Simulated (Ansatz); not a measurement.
The reference is SiC in the zinc blende structure (space group F-43m, No. 216; a = 4.3569 Å). Axes: x, y, z lie along the cube axes.

Level of theory: PBEsol in Ansatz (plane waves to 420 eV, PAW, no spin-orbit coupling).

Before the change:

The shortest interatomic distance is 3.565 bohr.

Now apply this change: uniaxial strain ε_zz = −2.50 %, all other strain components held at zero, atoms relaxed at fixed cell.

Q: What happens to the hole mass, shortest interatomic distance, stress and energy relative to the base?

A: The hole mass amounts to 0.39 mₑ along z, 0.58 mₑ across (at Γ); the shortest interatomic distance shrinks by 0.029 bohr to 3.536 bohr; the stress (xx, yy, zz, yz, xz, xy; compression positive) is (3.82, 3.82, 9.86, 0.00, 0.00, 0.00) GPa; the energy rises by 7.9 meV/atom.

The levels and masses belong to the bands next to the band gap. Masses are band curvatures over ±0.01 Å⁻¹ around the edge. Stability against distortions was not tested.

Ansatz is a quantum-chemistry and plane-wave program.
